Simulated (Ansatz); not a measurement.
## Effect of strain tensor (xx, yy, zz, yz, xz, xy) = (−1.30, +0.73, −0.01, −0.10, −0.21, +0.63) % on ZnO

Take ZnO in the wurtzite structure (space group P6_3mc, No. 186; a = 3.235 Å, c = 5.211 Å) as the base. Axes: x lies along a and z along c of the hexagonal cell.

Now apply this change: strain tensor (xx, yy, zz, yz, xz, xy) = (−1.30, +0.73, −0.01, −0.10, −0.21, +0.63) %; the atoms relax in the strained cell.

Level of theory: Ansatz (a program for electronic structure), r2SCAN, PAW, cutoff 500 eV, no spin-orbit coupling. Settings: 12×12×7 k-points, 0.05 eV Fermi–Dirac smearing.

| quantity | base | changed | shift |
|---|---|---|---|
| volume per atom | 11.81 Å³ | 11.74 Å³ | -0.07 Å³ |
| shortest interatomic distance | 1.970 Å | 1.967 Å | -0.0038 Å |
| energy relative to the base (free energy F) | 0 meV/atom | +1.1 meV/atom | +1.1 meV/atom |
| band gap | 1.24 eV | 1.22 eV | -0.02 eV |
| gap character | direct at Γ | direct at Γ | – |
| electron mass | 0.19 mₑ (at Γ) | 0.19 mₑ (at Γ) | – |
| valence-band top at Γ (three highest levels, from the VBM) | 0.00, 0.00, -0.10 eV | 0.00, -0.05, -0.12 eV | – |
| largest internal atomic displacement | – | 0.016 Å | – |
| stress (xx, yy, zz, yz, xz, xy; compression positive) | – | (1.79, 0.13, 0.65, 0.08, 0.15, -0.48) GPa | – |

Final structure:

```xyz
4
Lattice="3.1931 0.0202 -0.0066 -1.5791 2.8121 0.0007 -0.0107 -0.0050 5.2109" Properties=species:S:1:pos:R:3 pbc="T T T"
Zn     1.6046     0.9441     0.0065
Zn     0.0014     1.8845     2.6143
O      1.6056     0.9354     3.2429
O      0.0031     1.8944     0.6400
```

Masses are band curvatures over ±0.01 Å⁻¹ around the edge. Whether these cells are dynamically stable was not tested. Labels are those of the standard path for the cell's own space group.
